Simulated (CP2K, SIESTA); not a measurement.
A SIESTA input for a self-consistent single point of NaF (Fm-3m, 2 atoms in the cell) (DFT, GGA PBE, numerical atomic orbitals DZP, PseudoDojo PBE standard norm-conserving potentials (rewritten from UPF to PSML)):

```
# files in the folder: Na.psml F.psml (PseudoDojo PBE standard)
SystemName  NaF
SystemLabel naf

NumberOfAtoms                2
NumberOfSpecies              2
%block ChemicalSpeciesLabel
  1 11 Na
  2 9 F
%endblock ChemicalSpeciesLabel
LatticeConstant              1.0 Ang
%block LatticeVectors
     0.000000000    2.315000000    2.315000000
     2.315000000    0.000000000    2.315000000
     2.315000000    2.315000000    0.000000000
%endblock LatticeVectors
AtomicCoordinatesFormat      Ang
%block AtomicCoordinatesAndAtomicSpecies
     0.000000000    0.000000000    0.000000000  1
     2.315000000    2.315000000    2.315000000  2
%endblock AtomicCoordinatesAndAtomicSpecies

XC.functional                GGA
XC.authors                   PBE
PAO.BasisSize                DZP
PAO.EnergyShift              0.01 Ry
MeshCutoff                   300 Ry
%block kgrid.MonkhorstPack
    6   0   0  0.0
    0   6   0  0.0
    0   0   6  0.0
%endblock kgrid.MonkhorstPack
OccupationFunction           FD
ElectronicTemperature        580.23 K

MaxSCFIterations             150
SCF.Mixer.Method             Pulay
SCF.Mixer.Weight             0.2
SCF.Mixer.History            6
SCF.DM.Tolerance             1.0E-04
Diag.ParallelOverK           true
WriteForces                  true
```

### Question
Translate this input to CP2K.

### Answer
This is the input that was run; spellings and numerical settings could be chosen otherwise.

```
&GLOBAL
  PROJECT run
  RUN_TYPE ENERGY_FORCE
  PRINT_LEVEL LOW
&END GLOBAL
&FORCE_EVAL
  METHOD Quickstep
  STRESS_TENSOR ANALYTICAL
  &DFT
    BASIS_SET_FILE_NAME BASIS_MOLOPT
    POTENTIAL_FILE_NAME GTH_POTENTIALS
    &QS
      METHOD GPW
      EPS_DEFAULT 1E-10
    &END QS
    &MGRID
      CUTOFF 950
      REL_CUTOFF 40
      NGRIDS 5
    &END MGRID
    &SCF
      SCF_GUESS ATOMIC
      EPS_SCF 1E-6
      MAX_SCF 100
      ADDED_MOS 4
      &DIAGONALIZATION
        ALGORITHM STANDARD
      &END DIAGONALIZATION
      &MIXING
        METHOD BROYDEN_MIXING
        ALPHA 0.4
        NBUFFER 8
        BETA 1
      &END MIXING
      &SMEAR ON
        METHOD FERMI_DIRAC
        ELECTRONIC_TEMPERATURE [K] 580.23
      &END SMEAR
    &END SCF
    &KPOINTS
      SCHEME MONKHORST-PACK 6 6 6
      GAMMA_CENTERED T
    &END KPOINTS
    &XC
      &XC_FUNCTIONAL PBE
      &END XC_FUNCTIONAL
    &END XC
    &PRINT
      &MO
        EIGENVALUES T
        OCCUPATION_NUMBERS T
        NDIGITS 8
        FILENAME mo
        &EACH
          QS_SCF 0
        &END EACH
        ADD_LAST NUMERIC
      &END MO
      &MULLIKEN OFF
      &END MULLIKEN
    &END PRINT
  &END DFT
  &SUBSYS
    &CELL
      A 3.27390400 0.00000000 0.00000000
      B 1.63695200 2.83528400 0.00000000
      C 1.63695200 0.94509500 2.67313200
      PERIODIC XYZ
    &END CELL
    &COORD
      SCALED
      Na       0.00000000     0.00000000     0.00000000
      F        0.50000000     0.50000000     0.50000000
    &END COORD
    &KIND Na
      BASIS_SET DZVP-MOLOPT-SR-GTH-q9
      POTENTIAL GTH-PBE-q9
    &END KIND
    &KIND F
      BASIS_SET DZVP-MOLOPT-SR-GTH-q7
      POTENTIAL GTH-PBE-q7
    &END KIND
  &END SUBSYS
  &PRINT
    &FORCES ON
    &END FORCES
    &STRESS_TENSOR ON
    &END STRESS_TENSOR
  &END PRINT
&END FORCE_EVAL
```

Basis, cutoffs, solver keys and any potentials are the target program's own. This input uses DFT PBE, GPW, DZVP-MOLOPT-SR-GTH basis, GTH-PBE potentials (GTH_POTENTIALS). Both were run: pressure -0.57 GPa in SIESTA and 2.10 in CP2K; gap on the mesh 6.166 eV in SIESTA and 6.442 in CP2K.

On SIESTA: the starting cell has typed, rounded lattice constants, without a prior relaxation at this level. Values carry the incompleteness of an atom-centred basis.

On CP2K: the starting cell has typed, rounded lattice constants, without a prior relaxation at this level. Values carry the incompleteness of an atom-centred basis.
